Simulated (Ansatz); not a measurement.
## Response to strain in MgO

Take MgO in the rock salt structure (space group Fm-3m, No. 225; a = 4.2149 Å) as the base. Axes: x, y, z lie along the cube axes.

Strains are applied to the cell and any free atomic positions relax; under biaxial strain the out-of-plane vector relaxes too; under stress the whole cell relaxes.

The values are results of PBEsol (Ansatz, an electronic-structure program; PAW; 420 eV plane waves; scalar-relativistic without spin-orbit coupling), earlier PAW set, not measurements.

Candidates:
(a) uniaxial strain ε_yy = +4.07 %
(b) uniaxial stress, 8 GPa compression along z
(c) isotropic strain +0.91 %
(d) biaxial strain +0.76 %, plane normal [111], relaxed out of plane

Base values:

```
Item        Value
--------  -------
Band gap  4.62 eV
```

Question: Order them by band gap, highest first.

Answer: (b) uniaxial stress, 8 GPa compression along z (4.72 eV), (d) biaxial strain +0.76 %, plane normal [111], relaxed out of plane (4.45 eV), (c) isotropic strain +0.91 % (4.36 eV), (a) uniaxial strain ε_yy = +4.07 % (4.19 eV)

Stability under load was not tested beyond the relaxation.
